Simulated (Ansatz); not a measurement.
## O on the 1x1 (10-10) surface of wurtzite AlN (cut with top plane Al + N), one in a 2x1 cell, started at the site 'top Al #2'

Host crystal: wurtzite AlN, with a band gap (PBE, scalar-relativistic without spin-orbit coupling).

Computed with r2SCAN, at the PBE geometry and the start's symmetry (plane waves to 500 eV, PAW; Ansatz, a first-principles code).

Slab: 33 atoms, 8.9 Å thick at the start under the adsorbate (thin: gaps and levels are the slab's own); k 3x4x1, smearing 0.01 eV, dipole-corrected; single point; on the structure that PBE left under its start's symmetry; spin-polarised, ending with about 2.0 μB a cell, a value that depends on the mesh; orders that need a larger cell were not tried, no spin-orbit, no U, no dispersion correction. The slab shows no gap over 0.04 eV on its mesh. The program's check for a lower electronic state was not made. It is one chosen start, not shown to be the lowest state of the adsorbate.

| Property | Result |
|---|---|
| adsorption energy against ½ O2(g) at the same level | -0.31 eV |
| change of the step from the bottom to the top vacuum level, against the clean slab | 0.46 eV |
| height of the binding atom over the mean of the host atoms within 0.3 Å of the top one | 2.273 bohr |
| nearest host atoms of the binding atom | Al at 1.86 Å, Al at 1.86 Å, N at 2.24 Å |
| note | in the relaxation the adsorbate left its starting site by 2.1 Å |

A negative adsorption energy means that the adsorbate is more stable on the surface than in its reference.
